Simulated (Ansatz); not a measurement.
Take SiO$_{2}$ in the rutile structure (space group P4_2/mnm, No. 136) as the base.

SiO2 has the tetragonal space group P4₂/mnm (No. 136), the rutile structure, Pearson symbol tP6. Lattice parameters: a = b = 4.1946 Å, c = 2.6785 Å, α = β = γ = 90.00°. Si on 2a is coordinated by 6 O at 1.766–1.816 Å (octahedral). O on 4g is coordinated by 3 Si at 1.766–1.816 Å (trigonal planar). (Neighbours: up to the widest gap in distance over summed covalent radii, below 1.35, at either atom.)

All numbers come from Ansatz (a quantum-chemistry and plane-wave program) PBEsol, no spin-orbit coupling.

```csv
level,lattice parameter a,lattice parameter c
PBEsol,4.195 Å,2.678 Å
```

**Question.** From these computed values, estimate the measured ones, and say how each level misses.

**Answer.** Measured: lattice parameter a 4.179 Å (room temperature; as listed in Zenji Hiroi, Progress in Solid State Chemistry (2015)); lattice parameter c 2.6649 Å (room temperature; as listed in Zenji Hiroi, Progress in Solid State Chemistry (2015)). Computed minus measured — lattice parameter a: PBEsol +0.4 %; lattice parameter c: PBEsol +0.5 %. Measured values not marked as corrected hold thermal and zero-point effects that the static-lattice runs lack.

Whether these cells are dynamically stable was not tested.
